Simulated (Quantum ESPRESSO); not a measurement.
A self-consistent single point of TePO5 (P1, 28 atoms in the cell) with Quantum ESPRESSO.

Method of the run: LDA (PZ), GBRV 1.5 ultrasoft (LDA) pseudopotentials (plane waves; Quantum ESPRESSO 7.5).

```
CELL_PARAMETERS angstrom
      7.48093     0.00000     0.00000
      0.00000     6.53083     0.00000
      0.00000     0.00000     7.39114
ATOMIC_POSITIONS crystal
  Te 0.86810 0.75471 0.24973
  Te 0.13750 0.24535 0.74428
  Te 0.63055 0.24392 0.74890
  Te 0.36634 0.75728 0.24268
  P  0.87115 0.25712 0.35850
  P  0.13379 0.74926 0.63930
  P  0.62993 0.74739 0.86377
  P  0.37437 0.24451 0.13547
  O  0.95945 0.75070 0.52440
  O  0.04899 0.23630 0.48461
  O  0.55106 0.26087 0.01857
  O  0.44585 0.74483 0.98016
  O  0.88203 0.25420 0.82750
  O  0.12165 0.74872 0.16948
  O  0.61648 0.75308 0.33131
  O  0.38411 0.25363 0.67865
  O  0.87334 0.44010 0.23179
  O  0.13113 0.56270 0.75953
  O  0.63899 0.56771 0.73448
  O  0.37028 0.43532 0.25956
  O  0.36609 0.06246 0.27092
  O  0.62100 0.94045 0.73554
  O  0.12403 0.92555 0.76595
  O  0.86657 0.06622 0.23982
  O  0.79306 0.74738 0.98665
  O  0.21224 0.24961 0.01068
  O  0.70123 0.25065 0.49334
  O  0.28069 0.75002 0.51440
```

Reference input (self-consistent single point, DFT, LDA (PZ), plane waves, GBRV 1.5 ultrasoft (LDA) pseudopotentials): ecutwfc = 40 Ry; ecutrho = 200 Ry; occupations = smearing; smearing = mp; degauss = 0.0099958 Ry; potentials = {Te: te_lda_v1.uspp.F.UPF, P: p_lda_v1.5.uspp.F.UPF, O: o_lda_v1.2.uspp.F.UPF}; K_POINTS = automatic 3 3 3 0 0 0; conv_thr = 1e-09 Ry. This run's input differs from it in these lines:

```diff
@@ -12,4 +12,4 @@
    ntyp = 3,
-   ecutwfc = 40,
-   ecutrho = 200,
+   ecutwfc = 16,
+   ecutrho = 80,
    occupations = 'smearing',
```

Output (repeated stretches shortened):

```
     Self-consistent Calculation

     iteration #  1     ecut=    16.00 Ry     beta= 0.70

     total energy              =    -800.34774537 Ry
     estimated scf accuracy    <       3.04838044 Ry

     iteration #  2     ecut=    16.00 Ry     beta= 0.70

     total energy              =    -800.50089141 Ry
     estimated scf accuracy    <       1.06073013 Ry

     iteration #  3     ecut=    16.00 Ry     beta= 0.70

     total energy              =    -800.74959377 Ry
     estimated scf accuracy    <       0.55925310 Ry

   [... 10 blocks of this kind left out ...]

     iteration # 14     ecut=    16.00 Ry     beta= 0.70

     negative rho (up, down):  3.553E-06 0.000E+00

     total energy              =    -800.87350540 Ry
     estimated scf accuracy    <          3.5E-09 Ry

     iteration # 15     ecut=    16.00 Ry     beta= 0.70

     negative rho (up, down):  3.552E-06 0.000E+00
     End of self-consistent calculation

     the Fermi energy is     5.4839 ev

!    total energy              =    -800.87350540 Ry
     estimated scf accuracy    <          4.6E-10 Ry
     smearing contrib. (-TS)   =       0.00008498 Ry
     internal energy E=F+TS    =    -800.87359038 Ry

     convergence has been achieved in  15 iterations

     negative rho (up, down):  3.552E-06 0.000E+00

     Forces acting on atoms (cartesian axes, Ry/au):

     atom    1 type  1   force =     0.02292203    0.00418914    0.08766441
     atom    2 type  1   force =    -0.08646072    0.00700987    0.01074878
     atom    3 type  1   force =     0.05892256    0.03650424    0.06363820
     atom    4 type  1   force =     0.04101899   -0.05895195    0.02649289
     atom    5 type  2   force =     0.02542256   -0.03339493    0.13617864
   [... lines left out ...]
     Total force =     0.481955     Total SCF correction =     0.000064
   [... lines left out ...]

     negative rho (up, down):  3.552E-06 0.000E+00
          total   stress  (Ry/bohr**3)                   (kbar)     P=    -1991.34
  -0.01345503   0.00001370  -0.00002263        -1979.30        2.01       -3.33
   0.00001370  -0.01360033   0.00008666            2.01    -2000.68       12.75
  -0.00002263   0.00008666  -0.01355517           -3.33       12.75    -1994.03

   JOB DONE.
```

The run converged in 15 iterations. Against the reference run the free energy rises by 6.37 eV/atom, the pressure goes from 4.16 to -199.1 GPa and the largest force goes from 5.822 to 5.742 eV/Å.

The starting cell comes from a database of computed structures (which also holds hypothetical and non-ambient phases and stackings), without a prior relaxation at this level. Its atoms were displaced at random from the sites of space group no. 62. Forces in this geometry exceed 1 eV/Å. At the lowered cutoff the pressure carries the error of an incomplete plane-wave basis. The run gives no clean gap (levels at the Fermi energy touch, overlap or are partly filled at this smearing), which alone does not show that the compound is a metal.

Cost on one core of a shared machine: roughly 60 s.
